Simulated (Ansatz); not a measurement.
**Response to strain in Cu**

Take Cu in the fcc (Cu type) structure (space group Fm-3m, No. 225; a = 3.563 Å; relaxed with 0.1 eV smearing) as the base. Axes: x, y, z lie along the cube axes.

Strains are applied to the cell and any free atomic positions relax; under biaxial strain the out-of-plane vector relaxes too.

Computed with PBEsol/PAW in Ansatz (a program for electronic structure), without spin-orbit coupling, earlier PAW set.

Candidates:
(a) tensor shear ε_yz = −1.53 %
(b) biaxial strain −3.51 %, plane normal [111], relaxed out of plane
(c) uniaxial strain ε_yy = +0.57 %

Notes on the quantities. energy relative to the base: free energy F.

Problem. Order them by energy relative to the base, highest first.

Solution. (b) biaxial strain −3.51 %, plane normal [111], relaxed out of plane (+33 meV/atom), (a) tensor shear ε_yz = −1.53 % (+3.1 meV/atom), (c) uniaxial strain ε_yy = +0.57 % (+0.2 meV/atom)

Whether these cells are dynamically stable was not tested. The final runs are not spin-polarised.
